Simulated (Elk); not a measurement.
Elk run on In₂Au₃ (P-3m1, 5 atoms in the cell): self-consistent single point.

Computed with LDA (PW92), all-electron FP-LAPW, Elk's shipped species files, APW+lo basis with extra local orbitals (Elk).

```xyz
5
Lattice="4.5740 0.0000 0.0000 -2.2870 3.9612 0.0000 0.0000 0.0000 5.6887" Properties=species:S:1:pos:R:3 pbc="T T T"
In     2.2870     1.3204     1.8299
In     0.0000     2.6408     3.8588
Au     2.2870     1.3204     4.5882
Au     0.0000     2.6408     1.1005
Au     0.0000     0.0000     0.0000
```

Reference input (self-consistent single point, DFT, PBEsol, all-electron FP-LAPW, Elk's shipped species files, APW+lo basis with extra local orbitals): xctype = 22; rgkmax = 7.5; stype = 0; swidth = 0.00499791 Ha; ngridk = 7 7 5; gmaxvr = 16 1/bohr; nxlo = 2; lorbcnd = true; rmtscf = 0.9; lmaxi = 3; maxscl = 100. This run's input differs from it in these lines:

```diff
@@ -2,5 +2,2 @@
   0
-
-xctype
-  22
```

The program printed (abridged):

```
│ Self-consistent loop started │
│ Loop number : 1 │
 total energy                :     -68834.4413523
│ Loop number : 2 │
 total energy                :     -68836.5495864
RMS change in Kohn-Sham potential (target) :   0.1722500259     (  0.1000000000E-05)
Absolute change in total energy (target)   :    2.108234063     (  0.1000000000E-03)
│ Loop number : 3 │
 total energy                :     -68854.5788071
RMS change in Kohn-Sham potential (target) :   0.1076332140     (  0.1000000000E-05)
Absolute change in total energy (target)   :    18.55627926     (  0.1000000000E-03)
│ Loop number : 4 │
   [... lines left out ...]
Absolute change in total energy (target)   :   0.8911972589E-02 (  0.1000000000E-03)
│ Loop number : 13 │
 total energy                :     -68868.3816481
RMS change in Kohn-Sham potential (target) :   0.5935109799E-06 (  0.1000000000E-05)
Absolute change in total energy (target)   :   0.1822314807E-03 (  0.1000000000E-03)
│ Loop number : 14 │
 total energy                :     -68868.3816412
RMS change in Kohn-Sham potential (target) :   0.2531665402E-06 (  0.1000000000E-05)
Absolute change in total energy (target)   :   0.3859792196E-04 (  0.1000000000E-03)
Convergence targets achieved

│ Loop number : 15 │

Energies :
 Fermi                       :     0.290806080205
 total energy                :     -68868.3817081

Density of states at Fermi energy :    45.24284637
 (states/Hartree/unit cell)

Estimated indirect band gap :   0.3171057479E-02
 from k-point     24 to k-point     28
Estimated direct band gap   :   0.8184978910E-02
 at k-point     11

Charges :
 core                        :    204.0000000
 valence                     :    131.0000000
 interstitial                :    8.821424066
 muffin-tins (core leakage)
  species :    1 (In)
   atom    1                 :    46.78156073     (  0.5698654492E-03)
   atom    2                 :    46.78156073     (  0.5698654492E-03)
  species :    2 (Au)
   atom    1                 :    77.57246050     (  0.4422673822E-03)
   atom    2                 :    77.57246050     (  0.4422673822E-03)
   atom    3                 :    77.47053346     (  0.4412473130E-03)
 total in muffin-tins        :    326.1785759
 total calculated charge     :    334.9858702
 total charge                :    335.0000000
 error                       :   0.1412983861E-01

│ Self-consistent loop stopped │
```

The run converged in 15 iterations. The count includes the last loop, which Elk runs after its targets are met. 

The starting cell comes from a database of computed structures (which also holds hypothetical and non-ambient phases and stackings), without a prior relaxation at this level. Its lattice was rescaled by a random factor within 2.5 % of one. Spin-orbit coupling is off. Values depend on the basis (sphere radii, cutoffs, local orbitals), which need not be converged. The log's line on a gap gives a spacing of levels on this mesh, which the program prints for metals too.

Cost on one core of a shared machine: roughly 2 min.
